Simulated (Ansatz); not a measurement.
## Pressure series in CdBr2

Start from CdBr$_{2}$ (space group P6_3mc, No. 186; a = 3.9803 Å, c = 12.5675 Å; layered, stacked along the Cartesian z axis).

Cell and atoms are relaxed at each pressure.

Computed with plane-wave PAW DFT at the r2SCAN+rVV10 level (Ansatz, a program for electronic structure, 500 eV), scalar-relativistic without spin-orbit coupling.

Candidates:
(a) pressure 30 GPa
(b) pressure 45 GPa
(c) pressure 9 GPa
(d) pressure 60 GPa
(e) pressure 1.8 GPa

Base values:

The c/a ratio comes out as 3.157.

Q: Order them by c/a ratio, lowest first.

A: (c) pressure 9 GPa (3.053), (e) pressure 1.8 GPa (3.081), (a) pressure 30 GPa (3.215), (b) pressure 45 GPa (3.347), (d) pressure 60 GPa (3.463)

Load acts through the strain it causes; cell and atoms are relaxed under it. Stability against distortions was not tested. No other phases were tried under pressure.
